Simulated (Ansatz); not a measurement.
Cells marked so need not be the phases stable at ambient conditions, and some may be hypothetical.

 Where the default PAW files enter, the runs use the earlier of Ansatz's two default sets.

The gap is the functional's own, uncorrected, and κ follows it; spin-orbit coupling is left out. Mid-gap values are interpolated between the computed energies.

A. Ba(MgAs)2 (P-3m1, not sure to be the ambient phase, 5 atoms a cell, 27.2 Å³ an atom), along the normal of (001)
B. ScCuO₂ (P6_3/mmc, not sure to be the ambient phase, 8 atoms a cell, 12.8 Å³ an atom), along the normal of (100)
C. Na2WO4 (Fd-3m, spinel, not sure to be the ambient phase, 14 atoms a cell, 13.3 Å³ an atom, -2 GPa at this level), along the normal of (111)

**Question.** Put the candidates in order of mid-gap decay constant of the slowest evanescent state, highest first, for r2SCAN run with Ansatz (an electronic-structure program).

**Answer.** C (0.50 1/Å), B (0.27 1/Å), A (0.13 1/Å)
